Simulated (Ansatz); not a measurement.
Effect of isotropic strain −1.21 % on InSb

Start from InSb in the zinc blende structure (space group F-43m, No. 216; a = 6.556 Å).

The change: the cell is scaled by 0.9879 in all directions, atoms relaxed at fixed cell.

All numbers come from r2SCAN (Ansatz, a program for electronic structure; PAW; 500 eV plane waves; spin-orbit coupling left out). Settings: 12×12×12 k-points, 0.05 eV Fermi–Dirac smearing.

* **Volume per atom**: 33.96 Å³ (base 35.22 Å³)
* **Space group**: F-43m (No. 216) (base F-43m (No. 216))
* **Shortest interatomic distance**: 2.804 Å (base 2.839 Å)
* **Energy relative to the base (free energy F)**: +6.6 meV/atom
* **Pressure**: 1.7 GPa (base 0.0 GPa)
* **Band gap**: 0.25 eV (base zero)
* **Valley order (the lowest conduction-band minima on the path, energy above the VBM, named in the base's zone)**: Γ 0.25 eV; L along ⟨111⟩ 0.85 eV; a point along ⟨100⟩, about 0.8 Å⁻¹ from Γ 1.44 eV (base Γ 0.02 eV; L along ⟨111⟩ 0.77 eV; a point along ⟨100⟩, about 0.8 Å⁻¹ from Γ 1.48 eV)

Final structure:

```
CELL_PARAMETERS angstrom
      0.00000     3.23830     3.23830
      3.23830     0.00000     3.23830
      3.23830     3.23830     0.00000
ATOMIC_POSITIONS crystal
  Sb 0.75000 0.75000 0.75000
  In 0.00000 0.00000 0.00000
```

Spin-orbit coupling, missing from the scalar runs, can matter with Sb. Stability against distortions was not tested. The final runs are not spin-polarised. Gaps under 0.05 eV, about the width of the smearing, are given as zero. The zero or small gap of InSb can change with the level of theory.
